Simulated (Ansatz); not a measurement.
The starting structures come from a database of crystals and need not be the phases stable at ambient conditions.

By PBEsol, the system below comes out a metal.

Here is the system:

```
CELL_PARAMETERS angstrom
      3.99392     0.00000     0.00000
     -1.99696     4.95349     0.00000
      0.00000     0.00000     3.66745
ATOMIC_POSITIONS crystal
  Sc 0.13921 0.27842 0.25000
  Sc 0.86079 0.72158 0.75000
  Si 0.41944 0.83888 0.25000
  Si 0.58056 0.16112 0.75000
```

Space group of this cell: Cmcm. The cell is taken as given; by PBEsol its mean pressure is -2.8 GPa.

The current runs along the normal of the first two printed vectors. All runs by Ansatz (a first-principles code), plane waves and PAW, without spin-orbit coupling; the base is PBEsol.

```
run                                                      mean pressure (GPa)  G/A, both spins (10¹⁵ S/m²)
-------------------------------------------------------  -------------------  ---------------------------
base                                                                    -2.8                         0.82
all lengths scaled by 0.98                                               3.9                         0.86
all lengths scaled by 1.02                                              -7.9                         0.79
lengths across the current scaled by 0.98, ions clamped                  1.4                            ?
lengths across the current scaled by 1.02, ions clamped                 -6.3                            ?
lengths along the current scaled by 0.97, ions clamped                   0.5                         0.83
lengths along the current scaled by 1.03, ions clamped                  -5.6                         0.82
```

### Question
Some entries are withheld; supply them.

### Answer

- lengths across the current scaled by 0.98, ions clamped, G/A, both spins (10¹⁵ S/m²): 0.85
- lengths across the current scaled by 1.02, ions clamped, G/A, both spins (10¹⁵ S/m²): 0.80
